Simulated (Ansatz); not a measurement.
**CrI3: pressure 3 GPa**

Base system: CrI3 in the BiI3 type structure (space group R-3, No. 148; a = 6.6557 Å, c = 18.6228 Å (hexagonal axes); ferromagnetic; layered, stacked along the Cartesian z axis).

Now apply this change: a hydrostatic pressure of 3 GPa.

Calculations: PBEsol-D3(BJ) (Ansatz, a quantum-chemistry and plane-wave program, PAW, no spin-orbit coupling). Γ-centred 6×6×6 mesh, Fermi–Dirac width 0.05 eV.

* **Density**: 6.60 g/cm³ (base 6.03 g/cm³)
* **c/a ratio**: 2.761 (base 2.798)
* **Enthalpy H = E + PV relative to the base's energy**: +0.53 eV/atom
* **Band gap**: 0.69 eV (base 0.94 eV)
* **Gap character**: indirect, Γ → k = (0.167, -1/2, -1/2) in the run's primitive reciprocal basis (base indirect, k = (0.167, 0.167, -1/3) in the run's primitive reciprocal basis → T)
* **Width of the top valence band**: 1.22 eV (base 0.92 eV)
* **Magnetic state**: ferromagnetic (base ferromagnetic)
* **Largest site moment**: 2.80 μB (base 2.86 μB)

Final structure:

```xyz
8
Lattice="3.2444 1.8732 5.9726 -3.2444 1.8732 5.9726 0.0000 -3.7464 5.9726" Properties=species:S:1:pos:R:3 pbc="T T T"
Cr     0.0000     0.0000     5.9905
Cr     0.0000     0.0000    11.9273
I     -2.1682    -0.0208     7.4919
I      1.1021    -1.8673     7.4919
I      1.0661     1.8881     7.4919
I      2.1682     0.0208    10.4260
I     -1.1021     1.8673    10.4260
I     -1.0661    -1.8881    10.4260
```

The magnetic state is the one reached from the starting moments; the real material's order can differ, and small cells can't hold many antiferromagnetic ones. With I present, leaving out spin-orbit coupling can change the band edges. Load acts through the strain it causes; cell and atoms are relaxed under it. Stability against distortions was not tested.
